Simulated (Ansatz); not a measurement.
# A computed series for AlN: pressure series

Consider AlN in the wurtzite structure (space group P6_3mc, No. 186; a = 3.107 Å, c = 4.978 Å).

Cell and atoms are relaxed at each pressure.

Level of theory: plane-wave PAW DFT at the r2SCAN level (Ansatz, an electronic-structure program, 500 eV), no SOC, earlier PAW set.

Candidates:
(a) pressure 0.9 GPa
(b) pressure 9 GPa
(c) pressure 22.5 GPa

Before the change:

| Item | Value |
|---|---|
| Band gap | 4.87 eV |

Question: Order them by band gap, lowest first.

Answer: (a) pressure 0.9 GPa (4.91 eV), (b) pressure 9 GPa (5.22 eV), (c) pressure 22.5 GPa (5.67 eV)

Load acts through the strain it causes; cell and atoms are relaxed under it. Stability against distortions was not tested. Measured, AlN leaves this structure (for rock salt) near 14 GPa (temperature not stated; as listed in Datta, Sujoy, Jana, Debnarayan, arXiv (2020)), on rising pressure, with hysteresis.
